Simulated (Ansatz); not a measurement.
How far to go with shifted k-point meshes: SrSO₄ (R3m, 6 atoms in the cell)

```
CELL_PARAMETERS angstrom
      0.00000     3.62242     3.62242
      3.62242     0.00000     3.62242
      3.62242     3.62242     0.00000
ATOMIC_POSITIONS crystal
  Sr 0.50399 0.50399 0.50399
  S  0.00000 0.00000 0.00000
  O  0.88106 0.88106 0.88106
  O  0.35682 0.88106 0.88106
  O  0.88106 0.88106 0.35682
  O  0.88106 0.35682 0.88106
```

Method of the run: LDA (PW92), default PAW files made with PBE (plane waves; Ansatz, a program for electronic structure).

Base settings: basis.ecutwfc = 30.9 Ry; kpoints.mp_grid.grid = 6 6 6; hamiltonian.xc = lda; hamiltonian.pseudopotentials = {kind: paw} (the program's default PAW files); scf.occupations.method = fixed.

In this ladder: kpoints.mp_grid.shift = 0.5 0.5 0.5.

Shifted meshes do not hold Γ, so a gap read on them misses any band edge there.

Only quantities that move along the ladder and can be compared are tabulated.

The count of work is k-points × plane waves × bands × iterations; it is no time. Core times come from one kind of shared machine, to one figure; runs under 30 s give none.

The starting cell comes from a database of computed structures (which also holds hypothetical and non-ambient phases and stackings), without a prior relaxation at this level. Its lattice was rescaled by up to half a per cent. One atom was moved a little off its site on purpose. In the base run, with a pressure of about -7 GPa the cell is away from its equilibrium volume at this level.

Steps (kpoints.mp_grid.grid): 2 2 2; 3 3 3; 4 4 4; 5 5 5; 6 6 6; 7 7 7; 8 8 8; 9 9 9; 10 10 10; 11 11 11; 13 13 13; 14 14 14; 15 15 15; 17 17 17.

Question: What is the coarsest kpoints.mp_grid.grid that holds the forces within 0.005 eV/Å of the last step, with all finer ones?

Answer: 4 4 4, at 0.020 of the last step's count of work; the step before is off by 0.008 eV/Å.

```csv
kpoints.mp_grid.grid,largest difference of a force vector from the last step's (eV/Å),gap on the mesh (eV),count of work / last,core time / last (rough)
2 2 2,0.113,4.349,0.0041,–
3 3 3,0.008,3.939,0.012,–
4 4 4,0.001,3.772,0.020,–
5 5 5,0.000,3.687,0.039,–
6 6 6,0.000,3.642,0.057,–
7 7 7,0.000,3.613,0.090,–
8 8 8,0.000,3.595,0.12,–
9 9 9,0.000,3.581,0.17,–
10 10 10,0.000,3.573,0.22,0.3
11 11 11,0.000,3.565,0.30,0.3
13 13 13,0.000,3.556,0.47,0.4
14 14 14,0.000,3.553,0.57,0.5
15 15 15,0.000,3.550,0.70,0.7
17 17 17,0.000,3.546,1.0,1
```

Keys are those of Ansatz 0.2.
